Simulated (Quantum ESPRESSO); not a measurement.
# Short convergence ladders for the (001) slab of SnO (cut from a parent of space group no. 129; 8 atoms in the cell)

```xyz
8
Lattice="3.7810 0.0000 0.0000 0.0000 3.7810 0.0000 0.0000 0.0000 21.1082" Properties=species:S:1:pos:R:3 pbc="T T T"
Sn     1.8905     0.0000     7.0000
Sn     0.0000     1.8905     9.2924
O      1.8905     1.8905     8.1462
O      0.0000     0.0000     8.1462
Sn     1.8905     0.0000    11.8158
Sn     0.0000     1.8905    14.1082
O      1.8905     1.8905    12.9620
O      0.0000     0.0000    12.9620
```

Base method: PBEsol, GBRV 1.5 ultrasoft (PBESOL) pseudopotentials (plane waves; Quantum ESPRESSO).

Base settings: ecutwfc = 40 Ry; ecutrho = 200 Ry; occupations = smearing; smearing = fd; degauss = 0.00147 Ry; mixing_mode = local-TF; potentials = {Sn: sn_pbesol_v1.4.uspp.F.UPF, O: o_pbesol_v1.2.uspp.F.UPF}; K_POINTS = automatic 3 3 1 0 0 0; conv_thr = 1e-10 Ry; mixing_beta = 0.3.

The count of work is k-points × plane waves × bands × iterations; it is no time. Core times come from one kind of shared machine, to one figure; runs under 30 s give none.

**The vacuum**

The mesh stays at the base's, so the ladder's end is converged at best in this setting alone.

Only quantities that move along the ladder and can be compared are tabulated; the gap is left out on so coarse a mesh.

| vacuum between outermost atoms (Å) | free energy less the last step's (meV/atom) | largest difference of a force vector from the last step's (eV/Å) | count of work / last | core time / last (rough) |
|---|---|---|---|---|
| 3.0 | -27.63 | 0.086 | 0.16 | 0.1 |
| 5.0 | -2.00 | 0.015 | 0.20 | 0.2 |
| 14.0 | -0.01 | 0.001 | 0.46 | 0.4 |
| 30.0 | 0.00 | 0.000 | 1.0 | 1 |

Smallest vacuum between outermost atoms (Å) that holds the forces within 0.005 eV/Å of the last step, with all finer ones: 14.0, at about 0.4 of the last step's time; the step before is off by 0.015 eV/Å.

Smallest vacuum between outermost atoms (Å) that holds the free energy within 5 meV/atom of the last step, with all finer ones: 5.0, at 0.20 of the last step's count of work and about 0.2 of the last step's time; the step before is off by 28 meV/atom.

**The k-point mesh**

Only quantities that move along the ladder and can be compared are tabulated.

```tsv
K_POINTS	free energy less the last step's (meV/atom)	largest difference of a force vector from the last step's (eV/Å)	gap on the mesh (eV)	count of work / last	core time / last (rough)
automatic 2 2 1 0 0 0	7.66	0.375	1.027	0.069	0.1
automatic 3 3 1 0 0 0	-3.26	0.083	1.940	0.064	0.1
automatic 5 5 1 0 0 0	0.32	0.003	1.440	0.15	0.2
automatic 16 16 1 0 0 0	0.00	0.000	1.031	1.0	1
```

Coarsest K_POINTS that holds the free energy within 2 meV/atom of the last step, with all finer ones: automatic 5 5 1 0 0 0, at 0.15 of the last step's count of work and about 0.2 of the last step's time; the step before is off by 3.3 meV/atom.

Coarsest K_POINTS that holds the forces within 0.02 eV/Å of the last step, with all finer ones: automatic 5 5 1 0 0 0, at 0.15 of the last step's count of work and about 0.2 of the last step's time; the step before is off by 0.083 eV/Å.

**The plane-wave cutoff**

Moved along: ecutrho.

The mesh stays at the base's, so the ladder's end is converged at best in this setting alone.

Only quantities that move along the ladder and can be compared are tabulated; the gap is left out on so coarse a mesh.

| ecutwfc | free energy less the last step's (meV/atom) | largest difference of a force vector from the last step's (eV/Å) | count of work / last | core time / last (rough) |
|---|---|---|---|---|
| 20 Ry | 2883.37 | 0.218 | 0.12 | 0.2 |
| 28 Ry | 540.32 | 0.013 | 0.21 | 0.4 |
| 40 Ry | 89.14 | 0.001 | 0.35 | 0.6 |
| 80 Ry | 0.00 | 0.000 | 1.0 | 1 |

Coarsest ecutwfc that holds the free energy within 5 meV/atom: not settled: the last two steps still differ by 89 meV/atom, over half the tolerance, so the ladder does not show it.

Coarsest ecutwfc that holds the forces within 0.01 eV/Å of the last step, with all finer ones: 40 Ry, at 0.35 of the last step's count of work; the step before is off by 0.013 eV/Å.

On the base run: the starting cell has typed, rounded lattice constants, without a prior relaxation at this level. The slab is cut from that crystal, and its faces are unrelaxed. Its lattice was rescaled by up to half a per cent. Spin polarisation is off, though cut faces can carry moments; a gap of a slab can lie between surface states. Another mesh or the band path of this cell gives a smaller gap, so this value is not converged in the mesh.
